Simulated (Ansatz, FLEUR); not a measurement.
An Ansatz (a quantum-chemistry and plane-wave program) input for a self-consistent single point of In (I4/mmm, 1 atom in the cell) (DFT, PBEsol, plane waves, default PAW files made with PBE):

Ansatz 0.2 input:
```yaml
crystal:
  lattice:
    - [-1.62500000, 1.62500000, 2.47500000]
    - [1.62500000, -1.62500000, 2.47500000]
    - [1.62500000, 1.62500000, -2.47500000]
  atoms:
    - { symbol: In, position_ang: [0.00000000, 0.00000000, 0.00000000] }
basis:
  ecutwfc: 420.0 eV
kpoints:
  mp_grid: { grid: [15, 15, 15] }
hamiltonian:
  xc: pbesol
  pseudopotentials: { kind: paw }
scf:
  occupations: { method: fermi_dirac, width: 0.1 eV }
output:
  forces: true
  eigenvalues: true
  stress: true
```

### Question
Translate this input to FLEUR.

### Answer
One input that does it (others would too):

Input of the input generator:

```
In crystal
&input film=f /
-3.0708049525 3.0708049525 4.6770721584
3.0708049525 -3.0708049525 4.6770721584
3.0708049525 3.0708049525 -4.6770721584
1.0
1.0 1.0 1.0

1
49 0.0000000000 0.0000000000 0.0000000000

&comp jspins=1 /
&exco xctyp='PBEs' /
&kpt div1=15 div2=15 div3=15 /
&end /
```

```xml
<?xml version="1.0" encoding="UTF-8" standalone="no"?>
<fleurInput fleurInputVersion="0.39">
   <comment>
      In crystal                                                                                          
   </comment>
   <calculationSetup>
      <cutoffs Kmax="3.8" Gmax="13.3" GmaxXC="13.3" numbands="0"/>
      <scfLoop itmax="80" minDistance="0.00001" maxIterBroyd="99" imix="Anderson" alpha="0.05" precondParam="0.0" spinf="2.0"/>
      <coreElectrons ctail="T" frcor="F" kcrel="0" coretail_lmax="0"/>
      <xcFunctional name="PBEs" relativisticCorrections="F"/>
      <magnetism jspins="1"/>
      <soc l_soc="F" theta="0.0" phi="0.0" spav="F"/>
      <expertModes spex="0" secvar="F"/>
      <geometryOptimization l_f="T" forcealpha="1.0" forcemix="BFGS" epsdisp="0.00001" epsforce="0.00001"/>
      <ldaU l_linMix="F" mixParam="0.05" spinf="1.0"/>
   </calculationSetup>
   <cell>
      <bzIntegration valenceElectrons="13.0" mode="hist" fermiSmearingEnergy="0.00367493">
         <kPointListSelection listName="default-1"/>
         <!-- k-points included here -->
         <xi:include xmlns:xi="http://www.w3.org/2001/XInclude" href="kpts.xml"> </xi:include>
      </bzIntegration>
      <!-- symmetry operations included here -->
      <xi:include xmlns:xi="http://www.w3.org/2001/XInclude" href="sym.xml"> </xi:include>
      <bulkLattice scale="1.0">
         <bravaisMatrix>
            <row-1>   -3.0708049525000001     3.0708049525000001     4.6770721583999997</row-1>
            <row-2>    3.0708049525000001    -3.0708049525000001     4.6770721583999997</row-2>
            <row-3>    3.0708049525000001     3.0708049525000001    -4.6770721583999997</row-3>
         </bravaisMatrix>
      </bulkLattice>
   </cell>
   <atomSpecies>
      <species name="Indium (In)" element="In" atomicNumber="49">
         <mtSphere radius="2.68" gridPoints="925" logIncrement="0.014"/>
         <atomicCutoffs lmax="10" lnonsphr="8"/>
         <electronConfig flipSpins="F">
            <coreConfig>(1s1/2) (2s1/2) (2p1/2) (2p3/2) (3s1/2) (3p1/2) (3p3/2) (4s1/2) (3d3/2) (3d5/2) (4p1/2) (4p3/2)</coreConfig>
            <valenceConfig>(5s1/2) (4d3/2) (4d5/2) (5p1/2) (5p3/2)</valenceConfig>
            <stateOccupation state="(5p1/2)" spinUp="0.1666666666667" spinDown="0.1666666666667"/>
            <stateOccupation state="(5p3/2)" spinUp="0.3333333333333" spinDown="0.3333333333333"/>
         </electronConfig>
         <energyParameters s="5" p="5" d="5" f="4"/>
         <lo type="SCLO" l="2" n="4" eDeriv="0"/>
      </species>
   </atomSpecies>
   <atomGroups>
      <atomGroup species="Indium (In)">
         <relPos label="                   1">.0000000000 .0000000000 .0000000000</relPos>
         <force calculate="T" relaxXYZ="TTT"/>
      </atomGroup>
   </atomGroups>
   <output dos="F" band="F" slice="F">
      <checks vchk="F" cdinf="F"/>
      <bandDOS minEnergy="-.5*Htr" maxEnergy="0.5*Htr" sigma="0.015" storeEVData="T"/>
      <vacuumDOS vacdos="F" integ="F" star="F" nstars="0" locx1="0.0" locy1="0.0" locx2="0.0" locy2="0.0" nstm="0" tworkf="0.0"/>
      <unfoldingBand unfoldBand="F" supercellX="1" supercellY="1" supercellZ="1"/>
      <plotting iplot="0" polar="F">
         <plot TwoD="T" vec1="  1.0  0.0  0.0" vec2="  0.0  1.0  0.0" vec3="  0.0  0.0  1.0" zero="  0.0  0.0  0.0" file="plot"/>
      </plotting>
      <chargeDensitySlicing numkpt="0" minEigenval="0.0" maxEigenval="0.0" nnne="0" pallst="F"/>
      <specialOutput eonly="F"/>
      <magneticCircularDichroism mcd="F" energyLo="-10.0" energyUp="0.0"/>
   </output>
  <!-- We include the file relax.xml here to enable relaxations (see documentation) -->
  <xi:include xmlns:xi="http://www.w3.org/2001/XInclude" href="relax.xml"> <xi:fallback/> </xi:include>
</fleurInput>
```

Basis, cutoffs, solver keys and any potentials are the target program's own. This input uses DFT, PBEsol, all-electron FLAPW (FLEUR), scalar-relativistic valence.

The starting cell has typed, rounded lattice constants, without a prior relaxation at this level.
